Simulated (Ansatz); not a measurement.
**NbIr3 (Pm-3m): band-structure transport figures**

```
Ir3Nb
1.0
    3.88156     0.00000     0.00000
    0.00000     3.88156     0.00000
    0.00000     0.00000     3.88156
Nb Ir
1 3
Direct
  0.00000   0.00000   0.00000
  0.50000   0.50000   0.00000
  0.00000   0.50000   0.50000
  0.50000   0.00000   0.50000
```

The numbers are results of PBEsol, rigid bands (plane waves, PAW, scalar-relativistic; Ansatz, an electronic-structure program), not measurements. How the cell was made: cell and atoms relaxed with PBEsol.

```json
{
  "density of states at the Fermi level": "1.34 states/(eV·cell), both spins",
  "bare Sommerfeld coefficient": "0.79 mJ/(mol of atoms·K²)",
  "drude_plasma_energy": "5.6 eV",
  "root-mean-square Fermi velocity": "7.2e5 m/s",
  "resistivity times τ": "15.6 ×10⁻²² Ω·m·s"
}
```

A metal at this level (no band gap); rigid bands, thermally averaged at 300 K, both spins. Spin-orbit coupling is left out, which matters with elements this heavy. τ is one relaxation time for all states.

Formula and space group known from diffraction (Crystallography Open Database), not checked to be the room-temperature form: NbIr3 (Pm-3m).
